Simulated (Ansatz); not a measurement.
# SmPt₂ (Fd-3m, No. 227)

These are r²SCAN+rVV10 in Ansatz (PAW) values and carry that method's errors.

Run with plane-wave cutoff 560 eV, 12×12×12 k mesh, Fermi–Dirac smearing 0.05 eV, spin-polarised with parallel moments, scalar-relativistic PAW data made under PBE.

Cell: relaxed at this level.

| Quantity | Value |
|---|---|
| lattice parameter a | 7.712 Å |

Note: the magnetic order was assumed, not searched for or taken from measurement; the 4f shell is treated without U or exact exchange, so its levels and filling can be wrong.

Spin–orbit coupling is not included.

Ansatz is a first-principles code.
